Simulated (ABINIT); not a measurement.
## ABINIT run on AlRu (Pm-3m, 2 atoms in the cell): self-consistent single point

Computed with PBE, PAW (JTH v2.0 PBE PAW) (plane waves; ABINIT).

Input as run:

```
# AlRu, JTH v2.0 PBE PAW
pp_dirpath "./"
pseudos "Al.GGA_PBE-JTH.xml, Ru.GGA_PBE-JTH.xml"
acell 3*1.0
rprim
         5.6361081667    0.0000000000    0.0000000000
         0.0000000000    5.6361081667    0.0000000000
         0.0000000000    0.0000000000    5.6361081667
natom 2
ntypat 2
znucl 13 44
typat 1 2
xcart
         0.0000000000    0.0000000000    0.0000000000
         2.8180540833    2.8180540833    2.8180540833
ecut 571 eV
pawecutdg 1143 eV
pawxcdev 0
ixc 11
occopt 7
tsmear 0.00183747
nband 15
kptopt 1
ngkpt 11 11 11
nshiftk 1
shiftk 0 0 0
nstep 80
toldfe 1.0e-09
prtwf 0
prtden 0
enunit 1
```

The program printed (abridged):

```
 Symmetries : space group Pm -3 m (#221); Bravais cP (primitive cubic)

 -outvars: echo values of preprocessed input variables --------
            acell      1.0000000000E+00  1.0000000000E+00  1.0000000000E+00 Bohr
             ecut      2.09838648E+01 Hartree
           enunit           1
              ixc          11
         kptrlatt       11    0    0      0   11    0      0    0   11
          kptrlen      6.19971898E+01
            natom           2
            nband          15
            ngfft          24      24      24
          ngfftdg          36      36      36
             nkpt          56
            nstep          80
             nsym          48
           ntypat           2
           occopt           7
        pawecutdg      4.20044789E+01 Hartree
         pawxcdev           0
            rprim      5.6361081667E+00  0.0000000000E+00  0.0000000000E+00
                       0.0000000000E+00  5.6361081667E+00  0.0000000000E+00
                       0.0000000000E+00  0.0000000000E+00  5.6361081667E+00
          spgroup         221
           toldfe      1.00000000E-09 Hartree
           tsmear      1.83747000E-03 Hartree
            typat      1  2
           useylm           1
             xred      0.0000000000E+00  0.0000000000E+00  0.0000000000E+00
                       5.0000000000E-01  5.0000000000E-01  5.0000000000E-01
            znucl       13.00000   44.00000

== DATASET  1 ==================================================================

 Exchange-correlation functional for the present dataset will be:
  GGA: Perdew-Burke-Ernzerhof functional - ixc=11
 Citation for XC functional:
  J.P.Perdew, K.Burke, M.Ernzerhof, PRL 77, 3865 (1996)

 Real(R)+Recip(G) space primitive vectors, cartesian coordinates (Bohr,Bohr^-1):
 R(1)=  5.6361082  0.0000000  0.0000000  G(1)=  0.1774274  0.0000000  0.0000000
 R(2)=  0.0000000  5.6361082  0.0000000  G(2)=  0.0000000  0.1774274  0.0000000
 R(3)=  0.0000000  0.0000000  5.6361082  G(3)=  0.0000000  0.0000000  0.1774274
 Unit cell volume ucvol=  1.7903501E+02 bohr^3
 Angles (23,13,12)=  9.00000000E+01  9.00000000E+01  9.00000000E+01 degrees

 Coarse grid specifications (used for wave-functions):

 getcut: wavevector=  0.0000  0.0000  0.0000  ngfft=  24  24  24
         ecut(hartree)=     20.984   => boxcut(ratio)=   2.06502

 Fine grid specifications (used for densities):

 getcut: wavevector=  0.0000  0.0000  0.0000  ngfft=  36  36  36
         ecut(hartree)=     42.004   => boxcut(ratio)=   2.18933

   5.41631647E+02                                ecore*ucvol(ha*bohr**3)

_setup2: Arith. and geom. avg. npw (full set) are     822.316     822.304

--- !BeginCycle
solver: {iscf: 17, nstep: 80, nline: 4, wfoptalg: 10, }
tolerances: {toldfe: 1.00E-09, }
...

     iter   Etot(hartree)      deltaE(h)  residm     nres2
 ETOT  1  -97.061661258309    -9.706E+01 1.914E+00 8.772E+00
 ETOT  2  -97.854217093136    -7.926E-01 1.281E-01 2.786E+00
 ETOT  3  -97.845573418823     8.644E-03 3.078E-02 5.365E-01
 ETOT  4  -97.844859312472     7.141E-04 1.023E-02 9.094E-02
 ETOT  5  -97.844519659656     3.397E-04 8.883E-03 1.447E-03
 ETOT  6  -97.844518215182     1.444E-06 2.248E-03 1.453E-04
 ETOT  7  -97.844518069889     1.453E-07 2.672E-03 1.188E-05
 ETOT  8  -97.844518025034     4.486E-08 2.094E-03 9.340E-08
 ETOT  9  -97.844518026420    -1.386E-09 2.401E-03 2.819E-09
 ETOT 10  -97.844518026405     1.512E-11 1.629E-03 2.549E-10
 ETOT 11  -97.844518026404     7.105E-13 1.410E-03 3.968E-12

 At SCF step   11, etot is converged :
  for the second time, diff in etot=  7.105E-13 < toldfe=  1.000E-09

 Cartesian components of stress tensor (hartree/bohr^3)
  sigma(1 1)= -1.60128002E-04  sigma(3 2)=  0.00000000E+00
  sigma(2 2)= -1.60128002E-04  sigma(3 1)=  0.00000000E+00
  sigma(3 3)= -1.60128002E-04  sigma(2 1)=  0.00000000E+00

 ----iterations are completed or convergence reached----

 reduced coordinates (array xred) for    2 atoms
       0.000000000000      0.000000000000      0.000000000000
       0.500000000000      0.500000000000      0.500000000000
 cartesian forces (eV/Angstrom) at end:
    1     -0.00000000000000    -0.00000000000000    -0.00000000000000
    2     -0.00000000000000    -0.00000000000000    -0.00000000000000
 frms,max,avg= 0.0000000E+00 0.0000000E+00   0.000E+00  0.000E+00  0.000E+00 e/A
 length scales=  1.000000000000  1.000000000000  1.000000000000 bohr
              =  0.529177208590  0.529177208590  0.529177208590 angstroms
 Fermi (or HOMO) energy (eV) =  12.17223   Average Vxc (eV)= -11.98308
 Eigenvalues (   eV  ) for nkpt=  56  k points:
 kpt#   1, nband= 15, wtk=  0.00075, kpt=  0.0000  0.0000  0.0000 (reduced coord)
 -59.65660  -29.61148  -29.61148  -29.61148    2.43385    8.54017    8.54017   12.34350
  12.34350   12.34350   18.31048   18.31048   18.31048   23.16050   23.16050
 prteigrs : prtvol=0 or 1, do not print more k-points.

--- !EnergyTerms
comment             : Components of total free energy in Hartree
kinetic             :  1.26807351707915E+01
hartree             :  2.22304963551527E+01
xc                  : -5.04856557271286E+00
Ewald energy        : -7.35320952569993E+01
psp_core            :  3.02528346610284E+00
local_psp           : -6.43444239266343E+01
spherical_terms     :  7.14415571940010E+00
internal            : -9.78444140448993E+01
'-kT*entropy'       : -1.06747650940087E-04
total_energy        : -9.78445207925502E+01
total_energy_eV     : -2.66248481388384E+03
...

-Cartesian components of stress tensor (GPa)         [Pressure=  4.7111E+00 GPa]
- sigma(1 1)= -4.71112767E+00  sigma(3 2)=  0.00000000E+00
- sigma(2 2)= -4.71112767E+00  sigma(3 1)=  0.00000000E+00
- sigma(3 3)= -4.71112767E+00  sigma(2 1)=  0.00000000E+00

 Calculation completed.
```

The run converged in 11 iterations.

The starting cell comes from a database of computed structures (which also holds hypothetical and non-ambient phases and stackings), without a prior relaxation at this level. Spin polarisation is off. With a pressure of about 5 GPa the cell is away from its equilibrium volume at this level.
